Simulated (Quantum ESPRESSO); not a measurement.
Checking a run of Quantum ESPRESSO on CuSeO4 (Cmcm, 12 atoms in the cell). The aim is a self-consistent single point with DFT, LDA (PZ), plane waves, PSlibrary PAW (LDA) pseudopotentials.

Cell that was meant: a = 4.8346 Å, b = 4.8346 Å, c = 6.5667 Å, α = 90.00°, β = 90.00°, γ = 110.27°.

Part of the input:

```fortran
 occupations = 'smearing',
 smearing = 'fermi-dirac',
 degauss = 0.0099958,
 tot_charge = -1,
 nspin = 2,
 starting_magnetization(1) = 0.091,
/
```

Output (repeated stretches shortened):

```
     file Cu.pz-dn-kjpaw_psl.1.0.0.UPF: wavefunction(s)  4S 3D renormalized
   [... lines left out ...]
        k(    1) = (   0.0000000   0.0000000   0.0000000), wk =   0.0208333
        k(    2) = (   0.0000000   0.0000000   0.2454093), wk =   0.0416667
        k(    3) = (   0.2186795   0.1523418   0.0000000), wk =   0.0833333
   [... 11 lines left out ...]

     Dense  grid:   123983 G-vectors     FFT dimensions: (  60,  60,  80)

     Smooth grid:    53561 G-vectors     FFT dimensions: (  45,  45,  60)

     Initial potential from superposition of free atoms

     starting charge      81.9995, renormalised to      83.0000
     Self-consistent Calculation

     iteration #  1     ecut=    55.00 Ry     beta= 0.30

---- Real-time Memory Report at c_bands before calling an iterative solver
           455 MiB given to the printing process from OS
           251 MiB allocation reported by mallinfo(arena+hblkhd)
------------------

     total energy              =   -1105.38582632 Ry
     estimated scf accuracy    <       3.43341409 Ry

     total magnetization       =     1.13 Bohr mag/cell
     absolute magnetization    =     1.26 Bohr mag/cell

     iteration #  2     ecut=    55.00 Ry     beta= 0.30

   [... lines left out ...]
     atom   3 (R=0.141)  charge=  1.2140  magn= -0.0001
     atom   4 (R=0.141)  charge=  1.2140  magn= -0.0001
     atom   5 (R=0.141)  charge=  4.5782  magn=  0.0050
     atom   6 (R=0.141)  charge=  4.5782  magn=  0.0050
     atom   7 (R=0.141)  charge=  4.5782  magn=  0.0050
     atom   8 (R=0.141)  charge=  4.5782  magn=  0.0050
     atom   9 (R=0.141)  charge=  4.5587  magn=  0.0068
     atom  10 (R=0.141)  charge=  4.5587  magn=  0.0068
     atom  11 (R=0.141)  charge=  4.5587  magn=  0.0068
     atom  12 (R=0.141)  charge=  4.5587  magn=  0.0068
     End of self-consistent calculation

     the Fermi energy is     6.4028 ev

!    total energy              =   -1106.36556367 Ry
     estimated scf accuracy    <          8.2E-11 Ry
     smearing contrib. (-TS)   =      -0.01884360 Ry
     internal energy E=F+TS    =   -1106.34672007 Ry

      -> PAW hartree energy AE =     428.59693502 Ry
      -> PAW hartree energy PS =    -426.70666873 Ry
      -> PAW xc energy AE      =    -723.05784039 Ry
      -> PAW xc energy PS      =     154.51940459 Ry
      -> total E_H with PAW    =     176.23620248 Ry
      -> total E_XC with PAW   =    -728.73154788 Ry

     total magnetization       =     0.21 Bohr mag/cell
     absolute magnetization    =     0.22 Bohr mag/cell

     convergence has been achieved in  27 iterations

   [... lines left out ...]

     Total force =     0.097869     Total SCF correction =     0.000005

          total   stress  (Ry/bohr**3)                   (kbar)     P=      181.04
   0.00126938   0.00000000   0.00000000          186.73        0.00        0.00
   0.00000000   0.00132343   0.00000000            0.00      194.68        0.00
   0.00000000   0.00000000   0.00109926            0.00        0.00      161.71

   JOB DONE.
```

Problem. Can these results be used? Check the input.

Solution. The run is not sound. The fault is an unintended net charge. A charged periodic cell changes the electron count and is neutralised by a uniform background, so energy, forces and pressure belong to another system. To fix it, remove the charge. The run converged in 27 iterations without an error; against the sound input the pressure goes from 0.76 to 18.10 GPa, the largest force goes from 1.327 to 1.013 eV/Å and the size of the net moment goes from 0.09 to 0.02 μB/atom. The full log also holds: “c_bands:  3 eigenvalues not converged” and “c_bands:  2 eigenvalues not converged”.

The sound input it was made from differs as follows (other fixes are possible):
```diff
- tot_charge = -1,
```

With that input, the run converged in 21 iterations: free energy E − TS -15058.7067 eV; Fermi level (on the code's own zero) 5.32 eV; pressure 0.76 GPa; largest force (vector length) 1.327 eV/Å; size of the cell's spin moment 1.06 μB (DFT, LDA (PZ), plane waves, PSlibrary PAW (LDA) pseudopotentials).

On the sound input: the starting cell comes from a database of computed structures (which also holds hypothetical and non-ambient phases and stackings), without a prior relaxation at this level. The magnetic order is the one reached from the typed start; others were not searched systematically. Forces in this geometry exceed 1 eV/Å. The run gives no clean gap (levels at the Fermi energy touch, overlap or are partly filled at this smearing), which alone does not show that the compound is a metal.
